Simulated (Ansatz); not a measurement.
The parent structure is GaN in the zinc blende structure (space group F-43m, No. 216; a = 4.498 Å).

Modification: a negative pressure, −1 GPa.

Levels (all Ansatz, a quantum-chemistry and plane-wave program, PAW, earlier PAW set): r2SCAN (500 eV, no spin-orbit coupling); HSE06 (420 eV, without spin-orbit coupling).

The geometry is relaxed with r2SCAN.

| Quantity | Value |
|---|---|
| r2SCAN lowest conduction level above the VBM at special points | Γ 2.13 eV; X 3.77 eV; L 5.19 eV |

How does going to HSE06 change the lowest conduction level above the VBM at special points?

The lowest conduction level above the VBM at special points becomes Γ 2.96 eV; X 4.45 eV; L 6.08 eV (r2SCAN: Γ 2.13 eV; X 3.77 eV; L 5.19 eV).

Single points use the geometry relaxed with r2SCAN. Their cutoffs differ, which shifts pressures a little. The levels and masses belong to the bands next to the band gap. Load acts through the strain it causes; cell and atoms are relaxed under it. Stability against distortions was not tested. This is not the structure that GaN has at room temperature and ambient pressure.
